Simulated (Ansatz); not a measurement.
Consider Ba in the bcc (W type) structure (space group Im-3m, No. 229; a = 4.8826 Å).

Calculations: PBEsol (Ansatz, a first-principles code), no SOC.

Before the change:

```
Item          Value
-------  ----------
Density  3.92 g/cm³
```

Perturbation: Na takes the place of Ba on all its sites, then cell and atoms are relaxed.

### Question
Predict the new density.

### Answer
The density drops by 2.87 g/cm³, from 3.92 g/cm³ to 1.05 g/cm³.

Stability against distortions was not tested.
